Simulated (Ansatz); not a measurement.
Base system: Au in the fcc (Cu type) structure (space group Fm-3m, No. 225; a = 4.048 Å; relaxed with 0.1 eV smearing). Axes: x, y, z lie along the cube axes.

The values are results of Ansatz (an electronic-structure program), LDA, PAW, cutoff 420 eV, spin-orbit coupling left out, not measurements.

It is then changed as follows: a pure shear with ε_xy = ε_yx = 0.0171, atoms relaxed at fixed cell.

**Question.** Predict the stress tensor and what it implies for the stiffness.

**Answer.** Stress of the strained cell less that of the base (GPa, compression positive):
```
    0.3    -1.3     0.0
   -1.3     0.3     0.0
    0.0     0.0     0.0
```

Then −Δσ/γ with γ = 2ε = 0.0342 gives secant stiffness values (nonlinear terms included at this strain): C66 ≈ 37 GPa.

Stability against distortions was not tested.
